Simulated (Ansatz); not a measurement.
Results of LDA (Ansatz, a first-principles code, plane waves, PAW) for BSiCN (model structure, started from the AlSiCN type, P3m1, No. 156, 4 atoms in the cell).

Numerical settings: plane-wave cutoff 520 eV, 12×12×8 k mesh (along the axes of the cell as run), Fermi–Dirac smearing 0.01 eV, scalar-relativistic PAW data made under PBE.

Cell (relaxed at this level):

```
CELL_PARAMETERS angstrom
      2.84135     0.00000     0.00000
     -1.42068     2.46069     0.00000
      0.00000     0.00000     4.60456
ATOMIC_POSITIONS crystal
  B  0.33333 0.66667 0.49158
  Si 0.66667 0.33333 0.00171
  C  0.33333 0.66667 0.14585
  N  0.66667 0.33333 0.61085
```

Problem. What does this level give for the band gap and bulk modulus B0?

Solution. 
band gap: 2.37 eV (on the SCF k mesh)
bulk modulus B0: 275 GPa

Note: the bulk modulus is −V dP/dV from two relaxed cells at ±2 % in volume; the relaxation could raise the start's symmetry but not lower it, so the cell can be a saddle point.

A model structure was made by putting elements into a prototype or built by hand; it is no filed structure, need not be a known phase, and can be a saddle point held by its symmetry.
